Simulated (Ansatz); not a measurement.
An Ansatz (an electronic-structure program) run: CoSn with a change (biaxial strain −4.11 %, plane normal [001], relaxed out of plane); plane-wave PAW DFT at the PBE level (Ansatz, 420 eV), without spin-orbit coupling, earlier PAW set.

Input:

Ansatz 0.2 input:
```yaml
crystal:
  lattice:
    - [5.0761590928, 0, 0]
    - [2.5380795464, 4.3960827281, 0]
    - [0, 0, 4.3217255379]
  atoms:
    - { symbol: Co, position: [0.5, 0.5, 0] }
    - { symbol: Co, position: [0.5, 0, 0] }
    - { symbol: Co, position: [1, 0.5, 0] }
    - { symbol: Sn, position: [0, 0, 0] }
    - { symbol: Sn, position: [0.3333333333, 0.3333333333, 0.5] }
    - { symbol: Sn, position: [0.6666666667, 0.6666666667, 0.5] }
basis: { ecutwfc: 420, ecutrho_ratio: 4, xc_grid: 2, fft_grid_basis: typed }
kpoints: { mp_grid: { grid: [10, 10, 11] } }
hamiltonian:
  xc: pbe
  dispersion: none
  pseudopotentials: { azcp: { folder: ./paw }, kind: paw }
scf: { occupations: { method: fermi_dirac, width: 0.05 } }
relax: { f_tol: 0.005, max_steps: 50, cell: { stress_tol: 0.01, fix: [a, b, gamma] } }
output: { forces: true, stress: true }
checkpoint: { write: state.ck, write_every: 1000 }
```

Output (explanatory and most iteration lines left out):

```
Relaxation: its limit of steps is 50 (relax.max_steps)
Pseudopotential: Co, paw, valence charge 17
Pseudopotential: Sn, paw, valence charge 14
Crystal: 6 atoms, lattice volume = 96.440 Å³
Basis set: ecut = 420 eV, 1941 PW (Γ), exchange–correlation on 72×72×60 points (8 copies of the dense FFT grid, shifted against one another)
Bands: 56, of which v1, the nominal top of the filled ones, is band 47 counted from 1 (46 counted from 0)
Symmetry: 24 space group operations
Space group: P6/mmm (ITA 191), of the structure as read, at distance tolerance 4.6e-5 Å
k-points: 84 of 1100
Functional: x = pbe(κ = 0.804, μ = 0.2195149727645171), c = pbe(β = 0.06672455060314922)
SCF iter   1: F=—  HF=-33459.893399 eV  |F-HF|=—  |Δ(HF+E_count)|=         —  Δρ=2.41e-1  dr2=6.44e1  ethr=3.10e-3  ⟨swp⟩=5.6  Hψ=17066  notcnv=0  defer=21
SCF iter   2: F=—  HF=-33454.898191 eV  |F-HF|=—  |Δ(HF+E_count)|=    5.00e0  Δρ=9.31e-2  dr2=1.68e1  ethr=3.10e-3  ⟨swp⟩=3.0  Hψ=7940  notcnv=0  defer=192
SCF 1 converged in 12 iterations: F = -33451.517498 eV  dr2 = 2.14e-8
relax step   1: F+E_penalty+E_count = -33451.51749807 eV  Δ(F+E_penalty+E_count) = +0.000e0 eV  max|allowed force component| = 6.168e-17 eV/Å  Δτ_max = 0.0000 Å  P = +10.183 GPa  Ω = 96.440 Å³  fix = [a, b, gamma]  reactions: a +15.002, b +15.002 GPa  (12 SCF iters, dr2 threshold 1.00e-7 eV, accepted)
Crystal: 6 atoms, lattice volume = 96.638 Å³
SCF iter   1: F=—  HF=-33451.517854 eV  |F-HF|=—  |Δ(HF+E_count)|=         —  Δρ=7.88e-4  dr2=7.46e-4  ethr=7.58e-7  ⟨swp⟩=2.4  Hψ=20434  notcnv=0
SCF iter   2: F=—  HF=-33451.517837 eV  |F-HF|=—  |Δ(HF+E_count)|=   1.71e-5  Δρ=9.17e-4  dr2=6.26e-4  ethr=7.58e-7  ⟨swp⟩=2.0  Hψ=6194  notcnv=0
SCF 2 converged in 5 iterations: F = -33451.517745 eV  dr2 = 2.90e-8
relax step   2: F+E_penalty+E_count = -33451.51774463 eV  Δ(F+E_penalty+E_count) = -2.466e-4 eV  max|allowed force component| = 1.650e-16 eV/Å  Δτ_max = 0.0000 Å  P = +9.877 GPa  Ω = 96.638 Å³  energy of the carried Pulay correction = -8.196e-5 eV  fix = [a, b, gamma]  reactions: a +14.819, b +14.819 GPa  (5 SCF iters, dr2 threshold 6.00e-7 eV, accepted)
Crystal: 6 atoms, lattice volume = 96.638 Å³
SCF iter   1: F=—  HF=-33451.517834 eV  |F-HF|=—  |Δ(HF+E_count)|=         —  Δρ=4.66e-5  dr2=7.97e-8  ethr=2.68e-7  ⟨swp⟩=3.0  Hψ=29333  notcnv=0
SCF iter   2: F=—  HF=-33451.517830 eV  |F-HF|=—  |Δ(HF+E_count)|=   3.89e-6  Δρ=5.75e-6  dr2=2.65e-8  ethr=8.57e-11  ⟨swp⟩=2.8  Hψ=9332  notcnv=0
SCF 3 converged in 7 iterations: F = -33451.517830 eV  dr2 = 7.85e-13
SCF converged after 7 iterations
Free energy (F): -33451.517830 eV
Internal energy: -33451.473909 eV  (E = F + TS)
E sigma→0 (E₀):  -33451.495870 eV
Entropy (-TS):   -0.043921 eV (-7.320 meV/atom)
Fermi energy:    15.844705 eV
--- Forces (eV/Å), atoms counted from 1 ---
  atom   1  Co     0.00000000     0.00000000     0.00000000
  atom   2  Co    -0.00000000     0.00000000     0.00000000
  atom   3  Co     0.00000000     0.00000000     0.00000000
  atom   4  Sn    -0.00000000     0.00000000     0.00000000
  atom   5  Sn    -0.00000000    -0.00000000     0.00000000
  atom   6  Sn     0.00000000     0.00000000    -0.00000000
--- Stress (GPa, compression-positive) ---
       14.818604       0.000000       0.000000
        0.000000      14.818604      -0.000000
        0.000000      -0.000000      -0.009482
  P = ⅓ Tr σ = 9.8759 GPa (98.759 kbar)
--- Relaxed structure (2 steps of the walk, 2 accepted, 1 SCFs on fresh bases) ---
  cell:  # Å, volume = 96.6375 Å³
    - [5.076159092848399, 8.872089960135472e-98, 6.217890756143876e-35]
    - [2.5380795464241994, 4.396082728058085, 2.9166292583299014e-35]
    - [5.293769714695951e-35, -1.89063204096284e-36, 4.330567105559504]
  atoms:
    - { symbol: Co, position: [0.5, 0.5, -8.665205015709194e-36] }
    - { symbol: Co, position: [0.5, 5.476267348470691e-36, -4.9515457232623964e-36] }
    - { symbol: Co, position: [1.0, 0.5, -8.665205015709193e-36] }
    - { symbol: Sn, position: [-4.331359716425721e-35, 5.476267348470691e-36, -4.951545723262396e-36] }
    - { symbol: Sn, position: [0.33333333333333326, 0.3333333333333333, 0.5] }
    - { symbol: Sn, position: [0.6666666666666665, 0.6666666666666666, 0.5] }
```

Without a gap, meshes like the base's 10×10×11 leave anisotropic stresses uncertain by several tenths of a GPa, and small strain energies with them. Stability against distortions was not tested. All final runs are without spin polarisation. The cell was made from CoSn (space group P6/mmm, No. 191; non-magnetic) by this change: biaxial strain −4.11 %, plane normal [001], relaxed out of plane.
